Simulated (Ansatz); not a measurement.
# NiSi (space group Pnma, No. 62; non-magnetic)

NiSi is modelled in the orthorhombic space group Pnma (No. 62), Pearson symbol oP8. Cell: a = 5.1046 Å, b = 3.3601 Å, c = 5.5039 Å, α = β = γ = 90.00°. Ni on 4c is coordinated by 6 Si at 2.264–2.378 Å and 4 Ni at 2.645–2.658 Å. Si on 4c sees 6 Ni at 2.264–2.378 Å. (Neighbours: up to the widest gap in distance over summed covalent radii, below 1.35, at either atom; cation-cation and far metal-metal contacts left out.)

The values are results of PBEsol (Ansatz, a program for electronic structure; PAW; 420 eV plane waves; scalar-relativistic without spin-orbit coupling), not measurements. k-mesh 9×14×9 (Γ-centred); smearing 0.05 eV (Fermi–Dirac).

* **Volume per atom**: 11.80 Å³
* **Density**: 6.11 g/cm³
* **Band gap**: zero
* **Total energy**: -3213.823 eV/atom (σ→0; compares only within this code and set-up)

No phonon test of stability was made. Seeded moments were not kept for the base. All final runs are without spin polarisation.
